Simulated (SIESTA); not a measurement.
SIESTA run on ZrCu (P1, 2 atoms in the cell): self-consistent single point.

Level of theory: LDA PW92, numerical atomic orbitals DZP, PseudoDojo LDA standard norm-conserving potentials (rewritten from UPF to PSML) run with SIESTA.

```yaml
crystal:
  lattice:
    - [3.25266, 0.00000, 0.00000]
    - [0.00000, 3.25266, 0.00000]
    - [0.00000, 0.00000, 3.25266]
  atoms:
    - { symbol: Zr, position: [0.49599, 0.49498, 0.51382] }
    - { symbol: Cu, position: [0.00401, 0.00502, 0.98618] }
```

Reference input (self-consistent single point, DFT, GGA PBEsol, numerical atomic orbitals DZP, PseudoDojo PBEsol standard norm-conserving potentials (rewritten from UPF to PSML)): XC.functional = GGA; XC.authors = PBEsol; potentials = PseudoDojo PBEsol standard; PAO.BasisSize = DZP; PAO.EnergyShift = 0.01 Ry; MeshCutoff = 350 Ry; kgrid.MonkhorstPack = 7 7 7; OccupationFunction = FD; ElectronicTemperature = 136 meV; MaxSCFIterations = 150; SCF.Mixer.Method = Pulay; SCF.Mixer.Weight = 0.25. This run's input differs from it in these lines:

```diff
@@ -1,2 +1,2 @@
-# files in the folder: Zr.psml Cu.psml (PseudoDojo PBEsol standard)
+# files in the folder: Zr.psml Cu.psml (PseudoDojo LDA standard)
 SystemName  ZrCu
@@ -22,4 +22,4 @@
 
-XC.functional                GGA
-XC.authors                   PBEsol
+XC.functional                LDA
+XC.authors                   PW92
 PAO.BasisSize                DZP
```

Log, with long lists cut:

```
        iscf     Eharris(eV)        E_KS(eV)     FreeEng(eV)     dDmax    Ef(eV) dHmax(eV)
   scf:    1    -5688.275669    -6259.807483    -6260.160153  2.523539  0.631235108.538854
   scf:    2    -6323.591654    -6500.267091    -6500.299250  2.561894 -3.106038 44.628856
   scf:    3    -6533.052260    -6517.645700    -6517.717603  1.080616 -3.145756 28.316614
   scf:    4    -5958.674487    -6361.970077    -6362.384095  1.465706 -1.958228 82.369902
   scf:    5    -6485.204624    -6527.640691    -6527.762107  1.420256 -3.680544 16.313109
   [... 12 lines left out ...]
   scf:   18    -6532.676200    -6532.676208    -6532.827115  0.000058 -3.913494  0.009958
   scf:   19    -6532.676269    -6532.676244    -6532.827113  0.000329 -3.913696  0.014618
   scf:   20    -6532.676204    -6532.676226    -6532.827117  0.000194 -3.913576  0.000118
   scf:   21    -6532.676225    -6532.676225    -6532.827117  0.000005 -3.913574  0.000246
SCF Convergence by DM+H criterion
max |DM_out - DM_in|         :     0.0000049700
max |H_out - H_in|      (eV) :     0.0002459035
SCF cycle converged after 21 iterations

Using DM_out to compute the final energy and forces

siesta: E_KS(eV) =            -6532.6762

siesta: E_KS - E_eggbox =     -6532.6762

siesta: Atomic forces (eV/Ang):
     1    0.059951    0.072172   -0.192594
     2   -0.059277   -0.074060    0.189603
   Tot    0.000674   -0.001888   -0.002991
   Max    0.192594
   Res    0.123047    sqrt( Sum f_i^2 / 3N )
   Max    0.192594    constrained

Stress tensor Voigt[x,y,z,yz,xz,xy] (kbar):      100.16      100.30      101.53        1.74        1.23       -0.70
(Free)E + p*V (eV/cell)    -6534.9893
Target enthalpy (eV/cell)    -6532.8271

siesta: Program's energy decomposition (eV):
siesta: FreeEng =     -6532.827117

   [... lines left out ...]
siesta:     0.062516   -0.000434    0.000769
siesta:    -0.000434    0.062604    0.001088
siesta:     0.000769    0.001088    0.063371

siesta: Cell volume =         34.412483 Ang**3

siesta: Pressure (static):
siesta:                Solid            Molecule  Units
siesta:          -0.00068431         -0.00067207  Ry/Bohr**3
siesta:          -0.06283046         -0.06170631  eV/Ang**3
siesta:        -100.66549474        -98.86441073  kBar
```

The run converged in 21 iterations. Against the reference run the pressure goes from -5.98 to -10.07 GPa and the largest force goes from 0.253 to 0.214 eV/Å.

The starting cell comes from a database of computed structures (which also holds hypothetical and non-ambient phases and stackings), without a prior relaxation at this level. Its atoms were displaced at random from the sites of space group no. 221. Spin polarisation is off. Values carry the incompleteness of an atom-centred basis. With a pressure of about -10 GPa the cell is away from its equilibrium volume at this level.

Cost on one core of a shared machine: roughly 60 s.
